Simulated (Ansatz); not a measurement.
**One base run on TcO₂ (P4_2/mnm, 6 atoms in the cell) and variants with one or two settings moved**

```yaml
crystal:
  lattice:
    - [4.42592, 0.00000, 0.00000]
    - [0.00000, 4.42592, 0.00000]
    - [0.00000, 0.00000, 2.85031]
  atoms:
    - { symbol: Tc, position: [0.00000, 0.00000, 0.00000] }
    - { symbol: Tc, position: [0.50000, 0.50000, 0.50000] }
    - { symbol: O, position: [0.30496, 0.30496, 0.00000] }
    - { symbol: O, position: [0.80496, 0.19504, 0.50000] }
    - { symbol: O, position: [0.19504, 0.80496, 0.50000] }
    - { symbol: O, position: [0.69504, 0.69504, 0.00000] }
```

Base run A: r2SCAN, default PAW files made with PBE (Ansatz, a program for electronic structure), self-consistent single point.

Its settings: basis.ecutwfc = 500 eV; kpoints.mp_grid.grid = 4 4 6; hamiltonian.xc = r2scan; hamiltonian.pseudopotentials = {kind: paw} (the program's default PAW files); scf.occupations.method = cold; scf.occupations.width = 0.136 eV.

The starting cell was generated: these elements placed on a structure prototype, without a prior relaxation; it need not be a known phase or ordering of this composition. Spin polarisation is off. In the base run, with a pressure of about 58 GPa the cell is away from its equilibrium volume at this level. In the base run, forces exceed 1 eV/Å. Ansatz's pressure includes its estimate of the finite-basis (Pulay) stress. Without a gap this mesh is coarse (it stands for a supercell whose shortest vector is 17 Å).

ΔF is the free energy per atom less that of run A. 

```tsv
run	change	ΔF (meV/atom)	pressure (GPa)	largest force (eV/Å)	k-points	valence electrons
A	base	0.00	58.26	2.887	24	54
B	2 x 2 x 1 supercell at the zone centre alone; kpoints.mp_grid.grid: 4 4 6 → 1 1 1	-219.9	46.62	1.180	1	216
C	scf.occupations.width: 0.136 eV → 0.8 eV	-11.1	58.97	2.689	24	54
D	kpoints.mp_grid.grid: 4 4 6 → 3 3 5; scf.occupations.width: 0.136 eV → 0.3 eV	8.9	58.43	2.576	9	54
E	scf.convergence.dr2_threshold: default (1e-07 eV) → 0.0001 eV	0.00	58.26	2.887	24	54
F	kpoints.mp_grid.grid: 4 4 6 → 3 3 5; kpoints.mp_grid.shift: default → 0.5 0.5 0.5	7.2	58.53	2.582	9	54
G	scf.mixing.algorithm: default (the program chose MSR1) → broyden	0.00	58.26	2.887	24	54
H	scf.mixing.algorithm: default (the program chose MSR1) → anderson; scf.mixing.beta: default → 0.3	0.00	58.26	2.887	24	54
I	scf.mixing.preconditioner: default (the program chose Kerker) → kerker	0.00	58.26	2.887	24	54
```

Run D against A: The free energy goes up by 8.9 meV/atom, the pressure goes from 58.26 to 58.43 GPa and the largest force goes from 2.887 to 2.576 eV/Å.

Run F against A: The free energy goes up by 7.2 meV/atom, the pressure goes from 58.26 to 58.53 GPa and the largest force goes from 2.887 to 2.582 eV/Å.

Keys are those of Ansatz 0.2.
